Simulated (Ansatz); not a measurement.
The parent structure is CuI in the zinc blende structure (space group F-43m, No. 216; a = 6.023 Å). Axes: x, y, z lie along the cube axes.

One thing is altered: tensor shear ε_xy = −2.97 % (engineering shear γ = -0.0594), atoms relaxed at fixed cell.

Levels (all Ansatz, a first-principles code, PAW): r2SCAN (500 eV, no spin-orbit coupling); HSE06+SOC (420 eV, spin-orbit coupling included).

The geometry is relaxed with r2SCAN.

r2SCAN lowest conduction level above the VBM at special points: Γ 1.60 eV; R 2.33 eV; X 2.56 eV
r2SCAN valence-band top at Γ: 0.00, -0.05, -0.08 eV

Task: How does going to HSE06+SOC change the lowest conduction level above the VBM at special points and valence-band top at Γ?

Result: The lowest conduction level above the VBM at special points changes from Γ 1.60 eV; R 2.33 eV; X 2.56 eV to Γ 2.37 eV; R 3.16 eV; X 3.32 eV; the valence-band top at Γ (three highest Kramers pairs, from the VBM) changes from 0.00, -0.05, -0.08 eV to 0.00, -0.10, -0.70 eV.

Single points use the geometry relaxed with r2SCAN. Differences between runs with and without spin-orbit coupling are approximate. With I present, leaving out spin-orbit coupling can change the band edges. The levels and masses belong to the bands next to the band gap. The cells carry an imposed strain or load. Whether these cells are dynamically stable was not tested. The runs without spin-orbit coupling are not spin-polarised. k-point labels follow each cell's own Brillouin zone.
